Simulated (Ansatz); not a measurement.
# A constructed model of the (111) surface of fcc Cu, (√3x√3)R30° layer of Si, one a cell, in the other hollow (bottom of the slab: a bare face, its two planes held)

Calculation: PBE (plane waves to 420 eV, PAW; Ansatz, a quantum-chemistry and plane-wave program).

Model: 19-atom slab, 12.6 Å thick at the start, 10x10x1 mesh, Fermi-Dirac 0.1 eV, dipole correction, 6 atoms held, the rest relaxed; symmetry of the start imposed; no spin, no spin-orbit, no U. In PBE it lies 0.01 eV a 1x1 cell over the lowest computed structure of the same composition ((√3x√3)R30° layer of Si, one a cell, on the site that continues the host's stacking).

The work function of the top face is 4.85 eV. The energy released by relaxation is 0.28 eV and the cost is very roughly 8 core-minutes.
